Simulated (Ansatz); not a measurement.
## Al: stress against strain

Al (fcc, Fm-3m, 16.186 Å³/atom at rest) under an equal strain ε in the (001) plane with the normal axis free, as in a coherent film. PBEsol in Ansatz, a plane-wave DFT program (PAW, default set), 420 eV, 28×28×28 Γ-centred mesh, Fermi-Dirac smearing 0.10 eV; ions are relaxed within the symmetry of each cell. Stress is positive for a compressed cell.

Here s stands for strain and y for stress xx.

| strain (%) | stress xx (GPa) |
|---|---|
| -1.50 | 1.74 |
| -1.00 | 1.09 |
| -0.50 | 0.51 |
| 0.00 | -0.01 |
| 0.50 | -0.48 |
| 1.00 | -0.99 |
| 1.50 | -1.52 |
| 3.00 | ? |

Task: Using a straight line, estimate the missing y at s = 3.00 from the other rows, showing the fit.

Result: Means: s 0, y 0.049. About the means, the sum of products is -7.4650 and the sum of squares of s is 7.0000; the slope is their ratio. Least squares gives y = 0.049 - 1.0664·s. Residuals (row less fit): 0.091, -0.025, -0.072, -0.059, 0.004, 0.027, 0.031; standard error 0.062 (degrees of freedom: 5). The slope gives the biaxial elastic modulus of this plane = 107 ± 2 GPa. At the withheld row, y = 0.049 - 1.0664 × 3.0 = -3.150 GPa. The calculation gives -2.92 GPa, 0.230 GPa above the prediction (4.9 % of the range of y in the table). The row lies outside the fitted rows, so this is an extrapolation. From the scatter of the fitted rows alone, a prediction at this place has a standard error of 0.097 GPa, so the miss is 2.4 times that.

One order more doesn't follow all runs of the series either: the slope changes along it. In a metal these values are sensitive to mesh and smearing; energies are taken to zero smearing, stresses follow the free energy. Rows are the converged runs of the series near zero and its far end; series whose fitted rows scatter by over a few per cent of the range, as at a crossing or softening among them, aren't shown in this form. Most that stay on the fit to the last digits aren't either.
